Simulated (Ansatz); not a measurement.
For MgO (P6₃mc, No. 186, 4 atoms in the cell; start mp-549706; a measured phase of this formula has another space group), PBEsol (PAW; Ansatz, a quantum-chemistry and plane-wave program) gives:

- lattice constant a = 3.303 Å
- lattice parameter c = 5.021 Å
- cohesive energy = 5.20 eV/atom
- band gap = 3.36 eV

Question: What does r²SCAN+rVV10 (plane waves, PAW; Ansatz) give for the same quantities?

Answer: 
- lattice constant a: 3.288 Å (shrinks by 0.5 %)
- lattice parameter c: 5.000 Å (falls by 0.4 %)
- cohesive energy: 5.22 eV/atom (hardly moves)
- band gap: 4.17 eV (increases by 0.81 eV)

Changes are worked out from the printed values.

Unless a cell is named, each level is at its own relaxed cell (PBEsol 11.86, r²SCAN+rVV10 11.70 Å³/atom).

Density-functional gaps are differences of (generalised) Kohn–Sham levels.

Caveats: the relaxation could not lower the start's symmetry, so the cell can be a saddle point above a distorted one (PBEsol, r²SCAN+rVV10). Ansatz's density-functional and Hartree–Fock values are scalar-relativistic unless marked +SOC, with PAW data made under PBE.

A start named mp-… is a Materials Project structure, which need not be a measured phase.
